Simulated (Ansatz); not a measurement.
Start from BeTe in the zinc blende structure (space group F-43m, No. 216; a = 5.5542 Å). Axes: x, y, z lie along the cube axes.

Calculations: LDA/PAW in Ansatz (a program for electronic structure), scalar-relativistic without spin-orbit coupling.

Before the change:

| Property | Result |
|---|---|
| Band gap | 1.79 eV |
| Smallest direct gap | 3.59 eV |

One thing is altered: biaxial strain −1.25 %, plane normal [111], relaxed out of plane (Cartesian); in-plane vectors clamped, the third vector and the atoms free.

Problem. What happens to the in-plane stress, band gap, ratio −ε⊥/ε∥ and smallest direct gap?

Solution. The mean in-plane stress (compression positive) comes out as +2.0 GPa; the band gap decreases by 0.11 eV to 1.68 eV; the ratio −ε⊥/ε∥ amounts to 0.43; the smallest direct gap decreases by 0.23 eV to 3.36 eV.

Spin-orbit coupling, missing from the scalar runs, can matter with Te. No phonon test of stability was made.
